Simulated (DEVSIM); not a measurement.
Structure: Ru/La2O3/SiO2/n-Si capacitor, at 300 K.

```csv
layer (left to right),material,thickness (nm),Nd (cm⁻³)
1,La2O3,2.60,-
2,SiO2,0.990,-
3,Si,1700,1.2e17
```

Metal gate on the left, work function 4.7 eV. Fixed charge at the semiconductor interface 6.9e11 cm⁻² (in units of +e); no interface traps.

The device is made up for the run: typed textbook-type constants, with dimensions and the other settings drawn at random. Values at 300 K; Nc and Nv go as T^1.5, mobilities as T to minus their exponent, the gap by Varshni's rule with the affinity fixed.

| parameter | La2O3 | SiO2 | Si |
|---|---|---|---|
| gap (eV) | 5.8 | 9 | 1.124 |
| affinity (eV) | 1.8 | 0.9 | 4.05 |
| permittivity | 27 | 3.9 | 11.7 |
| Nc (cm⁻³) | - | - | 2.86e19 |
| Nv (cm⁻³) | - | - | 3.1e19 |
| Varshni α (eV/K) | - | - | 0.000473 |
| Varshni β (K) | - | - | 636 |

Simulated with DEVSIM: 1D Poisson equation in equilibrium, Boltzmann statistics, complete ionisation; no quantum confinement or tunnelling. Metal contacts follow the ideal Schottky-Mott rule: no Fermi-level pinning, no interface dipoles.

The temperature was swept, all else fixed.

| temperature (K) | flat-band voltage (V) | minimum of the low-frequency capacitance (μF/cm²) | threshold voltage (band bending 2φF) (V) |
|---|---|---|---|
| 250 | 0.49 | 0.109 | -0.49 |
| 300 | 0.46 | 0.117 | -0.45 |
| 350 | 0.43 | 0.124 | -0.40 |
| 400 | 0.40 | 0.134 | -0.35 |
| 450 | 0.37 | 0.149 | -0.30 |
| 500 | 0.34 | 0.165 | -0.24 |

From the first row to the last the flat-band voltage goes from 0.49 to 0.34. From the first row to the last the minimum of the low-frequency capacitance goes from 0.109 to 0.165.
